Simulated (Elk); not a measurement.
Input and output of a self-consistent single point for YbAl₂Pd (Cmcm, 8 atoms in the cell) (Elk).

Level of theory: PBEsol, spin-orbit coupling in second variation, all-electron FP-LAPW, Elk's shipped species files, default APW+lo basis (Elk).

```xyz
8
Lattice="2.1427 -4.9815 0.0000 2.1427 4.9815 0.0000 0.0000 0.0000 7.2700" Properties=species:S:1:pos:R:3 pbc="T T T"
Yb     2.1427    -0.6329     5.4525
Yb     2.1427     0.6329     1.8175
Al     2.1427    -3.4707     6.8661
Al     2.1427     3.4707     0.4039
Al     2.1427     3.4707     3.2311
Al     2.1427    -3.4707     4.0389
Pd     2.1427     2.1522     5.4525
Pd     2.1427    -2.1522     1.8175
```

Reference input (self-consistent single point, DFT, PBEsol, all-electron FP-LAPW, Elk's shipped species files, default APW+lo basis): xctype = 22; stype = 0; swidth = 0.00367493 Ha; ngridk = 5 5 3; rmtscf = 0.92; maxscl = 100. This run's input differs from it in these lines:

```diff
@@ -6,4 +6,13 @@
 
+spinorb
+  .true.
+
 rmtscf
   0.92
+
+lmaxi
+  3
+
+nempty
+  10
```

Output, abridged:

```
│ Self-consistent loop started │
│ Loop number : 1 │
 total energy                :     -38418.9671674
 total moment                :   0.1758977849E-17  0.5339828005E-20  0.1576740617E-17
│ Loop number : 2 │
 total energy                :     -38760.1347344
 total moment                :   0.8430843898E-18 -0.1695126658E-19  0.1040060345E-17
RMS change in Kohn-Sham potential (target) :   0.9908420204     (  0.1000000000E-05)
Absolute change in total energy (target)   :    341.1675670     (  0.1000000000E-03)
│ Loop number : 3 │
 total energy                :     -38694.1041774
   [... lines left out ...]
 total energy                :     -39202.2876187
 total moment                :   0.2728546620E-18 -0.2504431120E-18  0.1023143957E-18
RMS change in Kohn-Sham potential (target) :   0.2831044768E-06 (  0.1000000000E-05)
Absolute change in total energy (target)   :   0.3241574450E-03 (  0.1000000000E-03)
│ Loop number : 26 │
 total energy                :     -39202.2876165
 total moment                :   0.2718964149E-18 -0.3008287717E-18  0.1059757441E-18
RMS change in Kohn-Sham potential (target) :   0.2760184159E-06 (  0.1000000000E-05)
Absolute change in total energy (target)   :   0.7878751057E-04 (  0.1000000000E-03)
Convergence targets achieved

│ Loop number : 27 │

Energies :
 Fermi                       :     0.268490191417
 xc effective B-field        :    -0.355847274108E-08
 external B-field            :      0.00000000000
 total energy                :     -39202.2877228
 (external B-field energy excluded from total)

Density of states at Fermi energy :    240.7336754
 (states/Hartree/unit cell)

Estimated indirect band gap :   0.1010135038E-02
 from k-point      1 to k-point     18
Estimated direct band gap   :   0.6317906439E-02
 at k-point     18

Charges :
 core                        :    164.0000000
 valence                     :    120.0000000
 interstitial                :    15.15512745
 muffin-tins (core leakage)
  species :    1 (Yb)
   atom    1                 :    67.96481064     (  0.5470428235E-05)
   [... lines left out ...]
  species :    3 (Pd)
   atom    1                 :    0.000000000      0.1994639168E-21   0.000000000
   atom    2                 :    0.000000000      0.1994639168E-21   0.000000000
 total in muffin-tins        :    0.000000000      0.8606195607E-20 -0.9207323577E-22
 total moment                :   0.2728756147E-18 -0.2179257723E-18  0.1020988619E-18

│ Self-consistent loop stopped │
```

The run converged in 27 iterations. The count includes the last loop, which Elk runs after its targets are met. 

The starting cell comes from a database of computed structures (which also holds hypothetical and non-ambient phases and stackings), without a prior relaxation at this level. Values depend on the basis (sphere radii, cutoffs, local orbitals), which need not be converged. The log's line on a gap gives a spacing of levels on this mesh, which the program prints for metals too.

Cost on one core of a shared machine: roughly 10 min.
